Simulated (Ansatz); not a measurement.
# A computed series for TiC: response to strain

Take TiC in the rock salt structure (space group Fm-3m, No. 225; a = 4.261 Å; relaxed with 0.1 eV smearing) as the base. Axes: x, y, z lie along the cube axes.

Strains are applied to the cell and any free atomic positions relax; under biaxial strain the out-of-plane vector relaxes too.

All numbers come from Kohn–Sham DFT with the LDA functional, run in Ansatz (a first-principles code) with PAW and 420 eV plane waves, no spin-orbit coupling.

| variant | shortest interatomic distance | out-of-plane strain |
|---|---|---|
| base | 2.130 Å | – |
| biaxial strain −2.50 %, plane normal [001], relaxed out of plane | 2.077 Å | ___ |
| biaxial strain −2.00 %, plane normal [001], relaxed out of plane | 2.088 Å | ___ |
| biaxial strain −1.50 %, plane normal [001], relaxed out of plane | 2.099 Å | +0.68 % |
| biaxial strain −1.00 %, plane normal [001], relaxed out of plane | 2.109 Å | +0.45 % |
| biaxial strain +0.50 %, plane normal [001], relaxed out of plane | 2.126 Å | -0.22 % |
| biaxial strain +1.00 %, plane normal [001], relaxed out of plane | 2.121 Å | -0.43 % |
| biaxial strain +2.00 %, plane normal [001], relaxed out of plane | 2.113 Å | -0.84 % |
| biaxial strain +2.50 %, plane normal [001], relaxed out of plane | 2.108 Å | -1.04 % |
| biaxial strain +3.00 %, plane normal [001], relaxed out of plane | 2.104 Å | -1.23 % |

Q: Some entries are withheld; estimate them.

A: 
- biaxial strain −2.50 %, plane normal [001], relaxed out of plane, out-of-plane strain: +1.15 %
- biaxial strain −2.00 %, plane normal [001], relaxed out of plane, out-of-plane strain: +0.91 %

No phonon test of stability was made. All final runs are without spin polarisation.
